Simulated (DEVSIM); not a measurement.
**illuminated Si n-on-p cell, one wavelength**

System: illuminated Si n-on-p cell, one wavelength, at 400 K.

```csv
layer (left to right),material,thickness (μm),Nd (cm⁻³),Na (cm⁻³),τn (s),τp (s),absorption coefficient (cm⁻¹)
1,Si,0.130,2.1e18,-,1.5e-6,1.3e-5,170
2,Si,61.0,-,6.7e16,0.00014,0.00014,170
```

Left contact: ohmic, minority hole recombination velocity 10 cm/s. Right contact: ohmic, minority electron recombination velocity 4e5 cm/s. Voltage is applied to the left contact. Recombination: SRH at mid-gap, radiative, Auger. Gap narrowing is on: ΔEg = 6.92 meV × (l + √(l² + 0.5)), l = ln(N/1.3e17 cm⁻³), shared equally by both band edges. Light enters at the left, 6.2e16 photons cm⁻² s⁻¹, one pass, no reflection. Mobility is μmin + (μ − μmin)/(1 + (N/Nref)^α).

Constants are typed, rounded textbook-type inputs, not results; the design itself was drawn at random and stands for no fabricated device. Values at 300 K; Nc and Nv go as T^1.5, mobilities as T to minus their exponent, the gap by Varshni's rule with the affinity fixed.

| parameter | Si |
|---|---|
| gap (eV) | 1.124 |
| affinity (eV) | 4.05 |
| permittivity | 11.7 |
| Nc (cm⁻³) | 2.86e19 |
| Nv (cm⁻³) | 3.1e19 |
| μn (cm²/Vs) | 1417 |
| μp (cm²/Vs) | 470 |
| μn,min | 52 |
| μp,min | 45 |
| Nref,n | 9.7e16 |
| Nref,p | 2.2e17 |
| αn | 0.68 |
| αp | 0.72 |
| T exponent of μn | 2.3 |
| T exponent of μp | 2.2 |
| B (cm³/s) | 4.7e-15 |
| Cn (cm⁶/s) | 2.8e-31 |
| Cp (cm⁶/s) | 9.9e-32 |
| Varshni α (eV/K) | 0.000473 |
| Varshni β (K) | 636 |

Model (solved in DEVSIM): 1D drift-diffusion, Boltzmann statistics, complete ionisation; no tunnelling, impact ionisation, image-force lowering or self-heating.

The potential step across the device at zero bias comes out as 0.745 V and the largest field in the device at zero bias comes out as 130000 V/cm. The dark forward voltage at 1 A/cm² is 0.532 V and the dark forward voltage at 100 A/cm² is 0.722 V. The short-circuit current is 3.78 mA/cm², the open-circuit voltage is 0.339 V and the fill factor is 0.69. The largest power comes out as 0.884 mW/cm² and the share of generated pairs collected at short circuit is 0.589.

Dark reverse current:

| V (V) | J (A/cm²) |
|---|---|
| 0.04 | 1.4e-7 |
| 0.10 | 2.0e-7 |
| 0.20 | 2.1e-7 |
| 0.30 | 2.1e-7 |
| 0.40 | 2.2e-7 |
| 0.60 | 2.2e-7 |
| 0.80 | 2.3e-7 |
| 1.00 | 2.3e-7 |
| 1.30 | 2.4e-7 |
| 1.60 | 2.4e-7 |
| 2.00 | 2.5e-7 |

Small-signal capacitance in reverse bias (quasi-static):

| V (V) | C (nF/cm²) |
|---|---|
| 0.04 | 87.3 |
| 0.1 | 83.7 |
| 0.2 | 78.7 |
| 0.3 | 74.5 |
| 0.4 | 70.9 |
| 0.6 | 65.0 |
| 0.8 | 60.4 |
| 1 | 56.7 |
| 1.3 | 52.2 |
| 1.6 | 48.7 |
| 2 | 44.9 |
